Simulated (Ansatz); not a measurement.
Mn on the Si site in metastable 2H silicon carbide: one set of geometries, relaxed with PBE, evaluated in Ansatz (PAW, plane waves to 420 eV, 500 eV under r2SCAN) with PBE, r2SCAN.

Details: 96-site cell; 2×2×2 shifted k-points; start: the Si site; charged states image-corrected; no Hubbard U; energies good to tenths of an eV; flagged in the runs: a host whose relaxation on this sampling wasn't shown to rest, host ions not shown at rest.

| quantity | PBE | r2SCAN |
|---|---|---|
| host gap (eV) | 2.31 | (withheld) |
| ε(+1/0) above the VBM (eV) | 0.96 | (withheld) |
| ε(0/−1) above the VBM (eV) | 1.41 | (withheld) |
| ε(−1/−2) above the VBM (eV) | 1.93 | (withheld) |
| largest moment on one atom at charge +1 (μB) | 1.74 | (withheld) |
| neutral formation energy against fcc-type Mn, layered antiferromagnet, silicon (eV) | 3.10 | (withheld) |
| largest moment on one atom at charge 0 (μB) | 2.33 | (withheld) |
| largest moment on one atom at charge −1 (μB) | 2.84 | (withheld) |
| largest moment on one atom at charge −2 (μB) | 3.36 | (withheld) |

**Question.** Given the lower rungs, what does r2SCAN give?

**Answer.** 
- host gap (eV), r2SCAN: 2.68
- ε(+1/0) above the VBM (eV), r2SCAN: 0.88
- ε(0/−1) above the VBM (eV), r2SCAN: 1.36
- ε(−1/−2) above the VBM (eV), r2SCAN: 1.91
- largest moment on one atom at charge +1 (μB), r2SCAN: 1.99
- neutral formation energy against fcc-type Mn, layered antiferromagnet, silicon (eV), r2SCAN: 2.99
- largest moment on one atom at charge 0 (μB), r2SCAN: 2.58
- largest moment on one atom at charge −1 (μB), r2SCAN: 3.07
- largest moment on one atom at charge −2 (μB), r2SCAN: 3.57

Ansatz is a quantum-chemistry and plane-wave program.
